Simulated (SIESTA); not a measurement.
**A self-consistent single point of MoIr (P-6m2, 2 atoms in the cell) with SIESTA**

Computed with LDA PW92, numerical atomic orbitals DZP, PseudoDojo LDA standard norm-conserving potentials (rewritten from UPF to PSML) (SIESTA).

Input as run:

```
# files in the folder: Mo.psml Ir.psml (PseudoDojo LDA standard)
SystemName  MoIr
SystemLabel moir

NumberOfAtoms                2
NumberOfSpecies              2
%block ChemicalSpeciesLabel
  1 42 Mo
  2 77 Ir
%endblock ChemicalSpeciesLabel
LatticeConstant              1.0 Bohr
%block LatticeVectors
     5.276209826    0.000000000    0.000000000
    -2.638104913    4.569331313    0.000000000
     0.000000000    0.000000000    8.446924599
%endblock LatticeVectors
AtomicCoordinatesFormat      Fractional
%block AtomicCoordinatesAndAtomicSpecies
     0.000000000    0.000000000    0.000000000  1
     0.333333000    0.666667000    0.500000000  2
%endblock AtomicCoordinatesAndAtomicSpecies

XC.functional                LDA
XC.authors                   PW92
PAO.BasisSize                DZP
PAO.EnergyShift              0.01 Ry
MeshCutoff                   300 Ry
%block kgrid.MonkhorstPack
   18   0   0  0.0
    0  18   0  0.0
    0   0  10  0.0
%endblock kgrid.MonkhorstPack
OccupationFunction           FD
ElectronicTemperature        580.23 K

MaxSCFIterations             150
SCF.Mixer.Method             Broyden
SCF.Mixer.Weight             0.25
SCF.Mixer.History            8
SCF.DM.Tolerance             1.0E-05
Diag.ParallelOverK           true
WriteForces                  true
Charge.Mulliken              end
```

Output, abridged:

```
reinit: Reading from file input.fdf

reinit: System Name: MoIr
reinit: System Label: moir

coor:   Atomic-coordinates input format  =     Fractional

siesta: Atomic coordinates (Bohr) and species
siesta:      0.00000   0.00000   0.00000  1        1
siesta:     -0.00000   3.04622   4.22346  2        2

siesta: System type = bulk

initatomlists: Number of atoms, orbitals, and projectors:      2    38    50

siesta: ******************** Simulation parameters ****************************
redata: Spin configuration                          = none
redata: Time-Reversal Symmetry                      = T
redata: Number of Atomic Species                    =        2
redata: Mesh Cutoff                                 =   300.0000 Ry
redata: Net charge of the system                    =     0.0000 |e|
redata: Min. number of SCF Iter                     =        0
redata: Max. number of SCF Iter                     =      150
redata: SCF convergence failure will abort job
redata: SCF mix quantity                            = Hamiltonian
redata: Mix DM or H after convergence               =   F
redata: Recompute H after scf cycle                 =   F
redata: Mix DM in first SCF step                    =   T
redata: No kicks to SCF
redata: DM Mixing Weight for Kicks                  =     0.5000
redata: Require Harris convergence for SCF          =   F
redata: Harris energy tolerance for SCF             =     0.000100 eV
redata: Require DM convergence for SCF              =   T
redata: DM tolerance for SCF                        =     0.000010
redata: Require EDM convergence for SCF             =   F
redata: EDM tolerance for SCF                       =     0.001000 eV
redata: Require H convergence for SCF               =   T
redata: Hamiltonian tolerance for SCF               =     0.001000 eV
redata: Require (free) Energy convergence for SCF   =   F
redata: (free) Energy tolerance for SCF             =     0.000100 eV
   [... lines left out ...]
diag: Parallel distribution                         =     1 x     1
diag: Used triangular part                          = Lower
diag: Absolute tolerance                            =  0.100E-15
diag: Orthogonalization factor                      =  0.100E-05
diag: Memory factor                                 =  1.0000

superc: Internal auxiliary supercell:     9 x     9 x     5  =     405
superc: Number of atoms, orbitals, and projectors:    810  15390  20250

                        Single-point calculation

superc: Internal auxiliary supercell:     9 x     9 x     5  =     405
superc: Number of atoms, orbitals, and projectors:    810  15390  20250

outcell: Unit cell vectors (Ang):
        2.792050    0.000000    0.000000
       -1.396025    2.417986    0.000000
        0.000000    0.000000    4.469920

outcell: Cell vector modules (Ang)   :    2.792050    2.792050    4.469920
outcell: Cell angles (23,13,12) (deg):     90.0000     90.0000    120.0000
outcell: Cell volume (Ang**3)        :     30.1770
new_DM -- step:     1
Initializing Density Matrix...

Attempting to read DM from file... Failed...
DM filled with atomic data:

InitMesh: MESH = 30 x 30 x 48 = 43200
InitMesh: Mesh cutoff (required, used) =   300.000   318.702 Ry

stepf: Fermi-Dirac step function
        iscf     Eharris(eV)        E_KS(eV)     FreeEng(eV)     dDmax    Ef(eV) dHmax(eV)
   scf:    1    -5004.296257    -5027.211124    -5027.224251  0.918900 -1.043025 23.094709
   scf:    2    -4982.527271    -5027.024144    -5027.035168  0.934959 -1.758891 17.725433
   scf:    3    -5041.452809    -5040.858094    -5040.871404  0.421314 -1.962741  4.263373
   scf:    4    -5041.836221    -5041.556811    -5041.571838  0.271694 -2.788982  0.340712
   scf:    5    -5041.570235    -5041.566318    -5041.580931  0.028898 -2.698950  0.168837
   scf:    6    -5041.567231    -5041.566972    -5041.581610  0.011533 -2.725075  0.022752
   [... 2 lines left out ...]
   scf:    9    -5041.567068    -5041.567065    -5041.581674  0.000379 -2.723634  0.000778
   scf:   10    -5041.567064    -5041.567065    -5041.581674  0.000029 -2.723833  0.000487
   scf:   11    -5041.567064    -5041.567065    -5041.581674  0.000013 -2.723904  0.000410
   scf:   12    -5041.567064    -5041.567065    -5041.581674  0.000011 -2.723948  0.000267
   scf:   13    -5041.567064    -5041.567064    -5041.581674  0.000007 -2.723982  0.000196
SCF Convergence by DM+H criterion
max |DM_out - DM_in|         :     0.0000069858
max |H_out - H_in|      (eV) :     0.0001964683
SCF cycle converged after 13 iterations

Using DM_out to compute the final energy and forces

siesta: E_KS(eV) =            -5041.5671

siesta: E_KS - E_eggbox =     -5041.5671

siesta: Atomic forces (eV/Ang):
     1   -0.000007    0.000004    0.000000
     2    0.000002   -0.000002   -0.000000
   Tot   -0.000005    0.000002   -0.000000
   Max    0.000007
   Res    0.000004    sqrt( Sum f_i^2 / 3N )
   Max    0.000007    constrained

Stress tensor Voigt[x,y,z,yz,xz,xy] (kbar):      191.89      191.89      169.76       -0.00       -0.00        0.00
(Free)E + p*V (eV/cell)    -5045.0570
Target enthalpy (eV/cell)    -5041.5817

siesta: Program's energy decomposition (eV):
siesta: Ebs     =      -948.333755
siesta: Eions   =      7570.601819
siesta: Ena     =      1429.612181
siesta: Ekin    =      1474.459203
siesta: Enl     =       391.819683
siesta: Eso     =         0.000000
siesta: Edftu   =         0.000000
siesta: DEna    =        87.459780
siesta: DUscf   =         3.220295
siesta: DUext   =         0.000000
siesta: Ex      =      -781.659459
siesta: Ec      =       -75.876928
siesta: Exc     =      -857.536387
siesta: Eharris =     -5041.567064
siesta: Etot    =     -5041.567064
siesta: FreeEng =     -5041.581674

siesta: Stress tensor (static) (eV/Ang**3):
siesta:     0.119771    0.000000   -0.000000
siesta:     0.000000    0.119771    0.000000
siesta:    -0.000000   -0.000000    0.105954

siesta: Cell volume =         30.177046 Ang**3

siesta: Pressure (static):
siesta:                Solid            Molecule  Units
siesta:          -0.00125431         -0.00125431  Ry/Bohr**3
siesta:          -0.11516508         -0.11516503  eV/Ang**3
siesta:        -184.51479981       -184.51472114  kBar

mulliken: Atomic and Orbital Populations:

Species: Mo
Atom  Qatom  Qorb
               4s      5s      5s      4py     4pz     4px     5py     5pz
               5px     4dxy    4dyz    4dz2    4dxz    4dx2-y2 4dxy    4dyz
               4dz2    4dxz    4dx2-y2
   1 14.411   1.863   0.864   0.063   1.915   1.963   1.915   0.214   0.481
              0.214   1.048   0.991   1.135   0.991   1.048  -0.019  -0.071

             -0.115  -0.071  -0.019

Species: Ir
Atom  Qatom  Qorb
               5s      6s      6s      5py     5pz     5px     6py     6pz
               6px     5dxy    5dyz    5dz2    5dxz    5dx2-y2 5dxy    5dyz
               5dz2    5dxz    5dx2-y2
   2 16.589   1.945   1.040  -0.350   1.984   1.968   1.984   0.235   0.268
              0.235   1.431   1.549   1.453   1.549   1.431  -0.012  -0.027

             -0.054  -0.027  -0.012

mulliken: Qtot =       31.000

Mulliken Atomic Populations:
Atom #   charge [q] valence [e]  Species
     1    -0.410935   14.410935  Mo
     2     0.410935   16.589065  Ir
 Total    -0.000000
```

The run converged in 13 iterations.

The starting cell comes from a database of computed structures (which also holds hypothetical and non-ambient phases and stackings), without a prior relaxation at this level. Spin polarisation is off. Values carry the incompleteness of an atom-centred basis. With a pressure of about -18 GPa the cell is away from its equilibrium volume at this level.

Cost on one core of a shared machine: roughly 70 s.
